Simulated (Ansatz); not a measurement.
The reference is AlN in the wurtzite structure (space group P6_3mc, No. 186; a = 3.1138 Å, c = 4.9836 Å).

It is then changed as follows: a negative pressure, −2 GPa.

Levels (all Ansatz, an electronic-structure program, PAW): PBEsol (420 eV, no SOC); r2SCAN (500 eV, spin-orbit coupling left out); HSE06 (420 eV, no spin-orbit coupling).

At the geometry relaxed with PBEsol, these levels gave the following band gaps, in shuffled order: (a) 4.01 eV, (b) 5.44 eV, (c) 4.73 eV.

Task: Match each gap to its level.

Result: (a) PBEsol; (b) HSE06; (c) r2SCAN.

Single points use the geometry relaxed with PBEsol. Load acts through the strain it causes; cell and atoms are relaxed under it. Whether these cells are dynamically stable was not tested.
